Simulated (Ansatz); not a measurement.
System: 1T (CdI2-type) Ta2C. Method: LDA in Ansatz (PAW).

Settings: plane-wave cutoff 500 eV, 18×18×8 k mesh (along the axes of the cell as run), Fermi–Dirac smearing 0.05 eV, scalar-relativistic PAW data made under PBE.

Computed at the level's own relaxed cell.

Task: Predict the volume per atom, equilibrium lattice constant a and c axis length.

Result: 
- volume per atom: 13.36 Å³/atom
- equilibrium lattice constant a: 3.076 Å
- c axis length: 4.889 Å

The run finds no gap.

Spin–orbit coupling is not included.

Computed values are for the static lattice.

Ansatz is a program for electronic structure.
